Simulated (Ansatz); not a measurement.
# A computed series for hypothetical ReO3 type ScCl3: pressure series

The parent structure is ScCl₃ in the ReO3 type structure (space group Pm-3m, No. 221; a = 4.9632 Å; a hypothetical phase, not in the database extracts checked).

Cell and atoms are relaxed at each pressure.

All numbers come from r2SCAN in Ansatz (plane waves to 500 eV, PAW, spin-orbit coupling left out).

```tsv
pressure (GPa)	volume per atom (Å³/atom)
-2	32.077
-1	?
0	30.565
0.3	30.365
0.7	30.109
1.5	29.649
3	28.861
5	27.957
10	26.168
```

Question: Fit the third-order Birch–Murnaghan form P(V) = (3B₀/2)[(V₀/V)^(7/3) − (V₀/V)^(5/3)]·[1 + (3/4)(B₀′ − 4)((V₀/V)^(2/3) − 1)] (squares taken in P) to the rows shown and predict the withheld row.

Answer: Least squares on the printed values gives V₀ = 30.565 Å³/atom, B₀ = 46.2 GPa, B₀′ = 4.3; this predicts 31.268 Å³/atom, and the run gives 31.272 Å³/atom, 0.004 higher.

Load acts through the strain it causes; cell and atoms are relaxed under it. Stability against distortions was not tested. Competing high-pressure phases were not computed. The final runs are not spin-polarised.

Ansatz is a program for electronic structure.
